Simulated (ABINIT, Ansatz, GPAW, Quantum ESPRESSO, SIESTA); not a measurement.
## Zr (P6_3/mmc, 2 atoms in the cell) computed with different codes at matched settings

Self-consistent single point.

```
CELL_PARAMETERS angstrom
      3.20587     0.00000     0.00000
     -1.60293     2.77636     0.00000
      0.00000     0.00000     5.11895
ATOMIC_POSITIONS crystal
  Zr 0.33333 0.66667 0.25000
  Zr 0.66667 0.33333 0.75000
```

All programs got the same cell, k-point mesh and kind of occupations (in Ansatz's words: kpoints.mp_grid.grid = 16 16 9; scf.occupations.method = fermi_dirac; scf.occupations.width = 0.1 eV); potentials, basis and cutoffs are each program's usual ones.

```json
[
 {"code": "SIESTA", "model": "GGA PBE, numerical atomic orbitals DZP, PseudoDojo PBE standard norm-conserving potentials (rewritten from UPF to PSML)", "pressure (GPa)": "1.04", "k-points": "1168", "cutoff": "grid 350 Ry"},
 {"code": "Ansatz", "model": "PBE, default PAW files", "pressure (GPa)": "2.63", "k-points": "150", "cutoff": "default"},
 {"code": "GPAW", "model": "PBE, GPAW PAW datasets PBE (gpaw-data 1.0.1)", "pressure (GPa)": "2.14", "k-points": "150", "cutoff": "550 eV"},
 {"code": "Quantum ESPRESSO", "model": "PBE, SSSP 1.1.2 efficiency (PBE) pseudopotentials", "pressure (GPa)": "2.62", "k-points": "150", "cutoff": "40 Ry"},
 {"code": "ABINIT", "model": "PBE, PAW (JTH v2.0 PBE PAW)", "pressure (GPa)": "2.46", "k-points": "150", "cutoff": "40 Ry"}
]
```

The spread over the programs that give each value: pressure within 1.59 GPa.

The starting cell comes from a database of computed structures (which also holds hypothetical and non-ambient phases and stackings), without a prior relaxation at this level. Its lattice was rescaled by a random factor within 2.5 % of one.

Question: Why do the programs differ, and what cannot be compared?

Answer: Differences of this kind can come from the potentials, where these differ, and from what each basis and cutoff leave unconverged. The zero of total energies and Fermi levels follows the potentials and each program's conventions, so they are not compared here. SIESTA uses small atom-centred bases, whose incompleteness enters pressures, forces and empty levels differently from a plane-wave cutoff. Ansatz's pressure is given at a fixed set of plane waves, as the other plane-wave codes print theirs. The programs reduce the same mesh by symmetry to different extents, which changes the work and not the result. In the pressure, SIESTA (by 1.50) lies more than 1 GPa from the median of the plane-wave programs.

Left out of this page: Elk and FLEUR (not drawn, or without a comparable value).

Ansatz is an electronic-structure program.

Keys are those of Ansatz 0.2.
